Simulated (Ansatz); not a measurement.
The parent structure is BeS in the rock salt structure (space group Fm-3m, No. 225; a hypothetical phase, not in the database extracts checked).

```cif
data_BeS
_chemical_formula_sum 'S1 Be1'
_space_group_name_H-M_alt 'P 1'
_space_group_IT_number 1
_cell_length_a 3.24560
_cell_length_b 3.24560
_cell_length_c 3.24560
_cell_angle_alpha 60.000
_cell_angle_beta 60.000
_cell_angle_gamma 60.000
loop_
_space_group_symop_operation_xyz
  'x, y, z'
loop_
_atom_site_label
_atom_site_type_symbol
_atom_site_fract_x
_atom_site_fract_y
_atom_site_fract_z
_atom_site_occupancy
S1 S 0.00000 0.00000 0.00000 1
Be1 Be 0.50000 0.50000 0.50000 1
```

Method: PBEsol/PAW in Ansatz (a quantum-chemistry and plane-wave program), spin-orbit coupling left out.

One change was made to it. Results:

The volume per atom increases by 0.22 Å³ (12.09 Å³ → 12.31 Å³); the electron mass changes from 1.0 mₑ along k, 0.29 mₑ across (at X) to 0.98 mₑ along k, 0.29 mₑ across (at X); the smallest direct gap drops by 0.086 eV (4.27 eV → 4.19 eV).

Problem. Which change produced these results?
A. pressure 7.5 GPa
B. pressure 10 GPa
C. pressure −2 GPa
D. pressure −1 GPa
E. pressure 0.3 GPa

Solution. C, pressure −2 GPa. For comparison, the electron mass in the other runs: pressure 7.5 GPa gives 1.1 mₑ along k, 0.30 mₑ across (at X); pressure 10 GPa gives 1.2 mₑ along k, 0.30 mₑ across (at X); pressure 0.3 GPa gives 1.0 mₑ along k, 0.29 mₑ across (at X); pressure −1 GPa gives 1.00 mₑ along k, 0.29 mₑ across (at X).

Load acts through the strain it causes; cell and atoms are relaxed under it. Effective masses come from finite differences of ±0.01 Å⁻¹. Along k means along the line from Γ to the band edge. No phonon test of stability was made. No other phases were tried under pressure.
